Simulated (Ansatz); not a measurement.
Consider InAs in the zinc blende structure (space group F-43m, No. 216; a = 6.1096 Å).

Structures relaxed with r2SCAN in Ansatz (plane waves to 500 eV, PAW, no spin-orbit coupling).

Base:

Simulated powder pattern, Cu Kα1, λ = 1.54056 Å (kinematic, ideal powder, no thermal factors, no anomalous dispersion; the 8 strongest lines at most, above 2 %, up to 2θ = 90°):

| 2θ (°) | I/Imax (%) | hkl |
|---|---|---|
| 25.23 | 100 | (111) |
| 29.21 | 4.1 | (200) |
| 41.78 | 74 | (220) |
| 49.44 | 47 | (311) |
| 60.57 | 12 | (400) |
| 66.67 | 19 | (331) |
| 76.29 | 24 | (422) |
| 81.86 | 14 | (333) |

The change: cell and atoms relaxed at a pressure of 2.1 GPa.

Question: How do the reflections move or split?

Answer: 
Simulated powder pattern, Cu Kα1, λ = 1.54056 Å (kinematic, ideal powder, no thermal factors, no anomalous dispersion; the 8 strongest lines at most, above 2 %, up to 2θ = 90°):

```tsv
2θ (°)	d (Å)	I/Imax (%)	hkl
25.52	3.488	100	(111)
29.55	3.020	4.1	(200)
42.28	2.136	74	(220)
50.04	1.821	47	(311)
61.34	1.510	12	(400)
67.54	1.386	18	(331)
77.32	1.233	24	(422)
82.99	1.163	14	(333)
```

The indices refer to the base's conventional cell; one index is shown for lines that coincide.

Load acts through the strain it causes; cell and atoms are relaxed under it. Stability against distortions was not tested. Tetrahedral semiconductors of this kind turn to denser phases somewhere between about 1 and 50 GPa; those were not computed, so compressed cells here can lie past the real transition.

Ansatz is an electronic-structure program.
